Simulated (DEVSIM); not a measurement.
Structure: Co/SiON/n-In0.53Ga0.47As capacitor, at 300 K.

```csv
layer (left to right),material,thickness (nm),Nd (cm⁻³)
1,SiON,1.80,-
2,In0.53Ga0.47As,5000,1.3e16
```

Metal gate on the left, work function 5 eV. Fixed charge at the semiconductor interface -1.2e11 cm⁻² (in units of +e); no interface traps.

This is a model device: material constants are rounded textbook-type values typed into the input, and sizes, dopings and lifetimes were drawn at random. Values at 300 K.

```tsv
parameter	SiON	In0.53Ga0.47As
gap (eV)	7	0.74
affinity (eV)	1.4	4.51
permittivity	5.5	13.9
Nc (cm⁻³)	-	2.1e17
Nv (cm⁻³)	-	7.7e18
```

Simulated with DEVSIM: 1D Poisson equation in equilibrium, Boltzmann statistics, complete ionisation; no quantum confinement or tunnelling. Metal contacts follow the ideal Schottky-Mott rule: no Fermi-level pinning, no interface dipoles.

Tabulate band edges, carrier densities and field at 0.05 V on the gate.

Energies count from the Fermi level of the right contact; mesh points crowd at the junctions.

```csv
x (μm),Ec (eV),Ev (eV),n (cm⁻³),p (cm⁻³),field (V/cm)
0.000,3.550,-3.450,< 1e2,< 1e2,-46000
0.0007815,3.546,-3.454,< 1e2,< 1e2,-46000
0.001497,3.543,-3.457,< 1e2,< 1e2,-46000
0.002505,0.429,-0.311,1.3e10,4.7e13,-34000
0.005622,0.419,-0.321,1.9e10,3.1e13,-33000
0.01114,0.401,-0.339,3.8e10,1.6e13,-32000
0.02277,0.365,-0.375,1.5e11,3.9e12,-30000
0.06180,0.261,-0.479,8.8e12,6.8e10,-23000
0.1295,0.140,-0.600,9.3e14,6.4e8,-12000
0.2723,0.075,-0.665,1.2e16,5.1e7,-680
0.5731,0.072,-0.668,1.3e16,4.6e7,≈ 0
1.530,0.072,-0.668,1.3e16,4.6e7,≈ 0
3.030,0.072,-0.668,1.3e16,4.6e7,≈ 0
4.067,0.072,-0.668,1.3e16,4.6e7,≈ 0
4.652,0.072,-0.668,1.3e16,4.6e7,≈ 0
4.837,0.072,-0.668,1.3e16,4.6e7,≈ 0
4.924,0.072,-0.668,1.3e16,4.6e7,≈ 0
4.965,0.072,-0.668,1.3e16,4.6e7,≈ 0
4.989,0.072,-0.668,1.3e16,4.6e7,≈ 0
4.997,0.072,-0.668,1.3e16,4.6e7,≈ 0
5.000,0.072,-0.668,1.3e16,4.6e7,≈ 0
5.002,0.072,-0.668,1.3e16,4.6e7,≈ 0
```
